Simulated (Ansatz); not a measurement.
Input:

```xyz
2
Lattice="0.0000 2.8688 2.8688 2.8688 0.0000 2.8688 2.8688 2.8688 0.0000" Properties=species:S:1:pos:R:3 pbc="T T T"
Ge     2.8688     2.8688     2.8688
Ge     4.3031     4.3031     4.3031
```

The numbers are results of PBEsol, rigid bands (plane waves, PAW, scalar-relativistic; Ansatz, a quantum-chemistry and plane-wave program), not measurements. Condition of this run: hydrostatic pressure -2 GPa (the target of the relaxation). Geometry: cell and atoms relaxed with PBEsol, then loaded as said.

Q: Is this a good metal at this level?

A: No. No gap shows, but r2SCAN opens one on the same cell, so the missing gap may be the functional's error (that test had no spin-orbit coupling). N(E_F) = 0.031 states/eV a cell at 300 K and the Drude plasma energy along the best axis is 0.45 eV, several times under that of a simple or noble metal.

Spin-orbit coupling is left out; it can open or close a small gap.
